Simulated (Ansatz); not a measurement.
Start from ZnCu$_{2}$SnS$_{4}$ (space group I-4, No. 82; a = 5.468 Å, c = 10.935 Å). Axes: x, y, z lie along a, b, c of the conventional cell.

Computed with PBE in Ansatz (plane waves to 420 eV, PAW, scalar-relativistic without spin-orbit coupling).

Before the change:

The pressure is 0.0 GPa and the shortest interatomic distance is 2.317 Å.

It is then changed as follows: uniaxial strain ε_zz = −3.00 %, all other strain components held at zero, atoms relaxed at fixed cell.

Task: What does the calculation give for the valence-band top at Γ, pressure, energy relative to the base and shortest interatomic distance after the change?

Result: The valence-band top at Γ (three highest levels, from the VBM) comes out as 0.00, -0.12, -0.12 eV; the pressure (mean of the normal stresses, compression positive) goes from zero to 2.2 GPa; the energy goes up by 5.5 meV/atom; the shortest interatomic distance falls by 0.024 Å (2.317 Å → 2.293 Å).

The levels and masses belong to the bands next to the band gap. Stability against distortions was not tested. The final runs are not spin-polarised. Gaps under 0.05 eV, about the width of the smearing, are given as zero.

Ansatz is an electronic-structure program.
